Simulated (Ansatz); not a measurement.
We consider Ta₃Ru (Cmmm, No. 65, 4 atoms in the cell; start mp-1217988), described by LDA in Ansatz (PAW).

Run with plane-wave cutoff 520 eV, 20×20×6 k mesh (along the axes of the cell as run), Fermi–Dirac smearing 0.05 eV, no spin polarisation, scalar-relativistic PAW data made under PBE.

Cell (relaxed at this level):

```
RuTa3
1.0
    1.61979    -2.29897     0.00000
    1.61979     2.29897     0.00000
    0.00000     0.00000     8.69449
Ta Ru
3 1
Direct
  0.50000   0.50000   0.76324
  0.50000   0.50000   0.23676
  0.00000   0.00000   0.50000
  0.00000   0.00000   0.00000
```

### Question
Give the computed bulk modulus.

### Answer

bulk modulus: 242 GPa

Note: the run has no spin polarisation, so it can have missed a magnetic state; the bulk modulus is −V dP/dV from two relaxed cells at ±2 % in volume; the relaxation could not lower the start's symmetry, so the cell can be a saddle point above a distorted one.

Spin–orbit coupling is not included.

Static lattice: no zero-point or thermal effects.

The result took roughly 5 core-minutes.

A start named mp-… is a Materials Project structure, which need not be a measured phase.

Ansatz is a program for electronic structure.
